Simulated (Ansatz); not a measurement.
Take MoSi2 (space group I4/mmm, No. 139) as the base.

```xyz
3
Lattice="-1.5951 1.5951 3.9103 1.5951 -1.5951 3.9103 1.5951 1.5951 -3.9103" Properties=species:S:1:pos:R:3 pbc="T T T"
Si     0.0000     0.0000     5.2000
Si     0.0000     0.0000     2.6206
Mo     0.0000     0.0000     0.0000
```

Computed with PBEsol/PAW in Ansatz (an electronic-structure program), no spin-orbit coupling.

One change was made to it. Results:

The lattice parameter a shrinks by 2.2 pm (319.0 pm → 316.8 pm); the band gap remains zero.

**Question.** Name the change that was made.
(A) pressure 9 GPa
(B) pressure −2 GPa
(C) pressure 4.5 GPa
(D) pressure 30 GPa

**Answer.** C, pressure 4.5 GPa. For comparison, the lattice parameter a in the other runs: pressure −2 GPa gives 320.1 pm; pressure 9 GPa gives 314.8 pm; pressure 30 GPa gives 306.9 pm.

Load acts through the strain it causes; cell and atoms are relaxed under it. Whether these cells are dynamically stable was not tested. Competing high-pressure phases were not computed. The final runs are not spin-polarised.
